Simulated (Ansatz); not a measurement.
Start from InSe in the beta-GaS type structure (space group P6_3/mmc, No. 194; a = 4.032 Å, c = 16.763 Å; layered, stacked along the Cartesian z axis).

Level of theory: Ansatz (a program for electronic structure), PBE-D3(BJ), PAW, cutoff 420 eV, no SOC, earlier PAW set.

Base values:

The pressure is 0.00 GPa.

The change: an isotropic linear strain of −3.76 %, atoms relaxed at fixed cell.

Task: Predict the new pressure.

Result: The pressure (mean of the normal stresses, compression positive) goes from zero to 4.49 GPa.

Task: What does the calculation give for the energy relative to the base after the change?

Result: The energy grows by 39 meV/atom.

Task: What happens to the largest internal atomic displacement?

Result: The largest internal atomic displacement comes out as 0.122 Å.

Stability against distortions was not tested.
